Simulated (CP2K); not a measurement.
Input and output of a self-consistent single point for YPb₃ (Pm-3m, 4 atoms in the cell) (CP2K).

Method: LDA (Pade form), GPW, DZVP-MOLOPT-SR-GTH basis, GTH-PADE potentials (GTH_POTENTIALS) in CP2K.

```xyz
4
Lattice="4.8624 0.0000 0.0000 0.0000 4.8624 0.0000 0.0000 0.0000 4.8624" Properties=species:S:1:pos:R:3 pbc="T T T"
Y      0.0000     0.0000     0.0000
Pb     2.4312     2.4312     0.0000
Pb     0.0000     2.4312     2.4312
Pb     2.4312     0.0000     2.4312
```

Reference input (self-consistent single point, DFT LDA (Pade form), GPW, DZVP-MOLOPT-SR-GTH basis, GTH-PADE potentials (GTH_POTENTIALS)): CUTOFF = 500 Ry; REL_CUTOFF = 40 Ry; SMEAR/METHOD = MARZARI_VANDERBILT; SIGMA = 0.05 eV; KPOINTS/SCHEME = MONKHORST-PACK 5 5 5; XC_FUNCTIONAL = PADE; Y/BASIS_SET = DZVP-MOLOPT-SR-GTH-q11; Y/POTENTIAL = GTH-PADE-q11; Pb/BASIS_SET = DZVP-MOLOPT-SR-GTH-q4; Pb/POTENTIAL = GTH-PADE-q4; METHOD = GPW; EPS_DEFAULT = 1e-10. This run's input differs from it in these lines:

```diff
@@ -40,3 +40,4 @@
     &KPOINTS
-      SCHEME MONKHORST-PACK 5 5 5
+      SCHEME MONKHORST-PACK 4 4 4
+      GAMMA_CENTERED T
     &END KPOINTS
```

Output (repeated stretches shortened):

```
 SCF WAVEFUNCTION OPTIMIZATION

  Step     Update method      Time    Convergence         Total energy    Change
     1 NoMix/Diag. 0.20E+00      -     2.04597790       -49.7601611722 -4.98E+01
     2 Broy./Diag. 0.20E+00      -     0.00758416       -49.7897111763 -2.96E-02
     3 Broy./Diag. 0.20E+00      -     0.06140486       -49.5185263945  2.71E-01
     4 Broy./Diag. 0.20E+00      -     0.00166217       -49.3605594522  1.58E-01
     5 Broy./Diag. 0.20E+00      -     0.00635805       -49.3767956307 -1.62E-02
     6 Broy./Diag. 0.20E+00      -     0.00118515       -49.3870725654 -1.03E-02
   [... 6 lines left out ...]
    13 Broy./Diag. 0.20E+00      -     0.00000557       -49.3809775248 -6.23E-05
    14 Broy./Diag. 0.20E+00      -     0.00000035       -49.3809798349 -2.31E-06
    15 Broy./Diag. 0.20E+00      -     0.00000077       -49.3809749686  4.87E-06
    16 Broy./Diag. 0.20E+00      -     0.00000007       -49.3809760632 -1.09E-06
  *** SCF run converged in    16 steps ***

  Overlap energy of the core charge distribution:               0.00000000000298
  Self energy of the core charge distribution:                -93.78795263348533
  Core Hamiltonian energy:                                     19.83141958473365
  Hartree energy:                                              32.60859368279515
  Exchange-correlation energy:                                 -8.03291406540107
  Smearing free energy correction:                             -0.00012263180620
  Fermi energy:                                                 0.21280436262171

  Total energy:                                               -49.38097606315924

                     Mulliken Population Analysis

 #  Atom  Element  Kind  Atomic population                           Net charge
   [... lines left out ...]

 STRESS| Analytical stress tensor [bar]
 STRESS|                        x                   y                   z
 STRESS|      x       -4.06627542598E+04   1.55313775106E-06   1.55345835769E-06
 STRESS|      y        1.55313775106E-06  -4.06623066094E+04   1.55428657272E-06
 STRESS|      z        1.55345835769E-06   1.55428657272E-06  -4.06620833461E+04
 STRESS| 1/3 Trace                                            -4.06623814051E+04
```

The run converged in 16 iterations. Against the reference run the free energy rises by 20.2 meV/atom and the pressure goes from -4.34 to -4.07 GPa.

The starting cell comes from a database of computed structures (which also holds hypothetical and non-ambient phases and stackings), without a prior relaxation at this level. Values carry the incompleteness of an atom-centred basis. With a pressure of about -4 GPa the cell is away from its equilibrium volume at this level.
